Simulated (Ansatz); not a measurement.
**Effect of isotropic strain +0.55 % on hypothetical rock salt SnC**

Start from SnC in the rock salt structure (space group Fm-3m, No. 225; a = 4.7451 Å; a hypothetical phase, not in the database extracts checked; relaxed with 0.1 eV smearing).

Now apply this change: the cell is scaled by 1.0055 in all directions; the atoms relax in the strained cell.

Computed with Kohn–Sham DFT with the PBEsol functional, run in Ansatz (an electronic-structure program) with PAW and 420 eV plane waves, no spin-orbit coupling. k-mesh 21×21×21 (Γ-centred); smearing 0.1 eV (Fermi–Dirac).

The volume per atom grows by 0.22 Å³, from 13.36 Å³ to 13.58 Å³ and the space group stays Fm-3m (No. 225). The shortest interatomic distance goes up by 1.3 pm to 238.6 pm and the energy grows by 1.7 meV/atom. The pressure goes from zero to -2.3 GPa and the band gap remains zero.

Stability against distortions was not tested. All final runs are without spin polarisation.
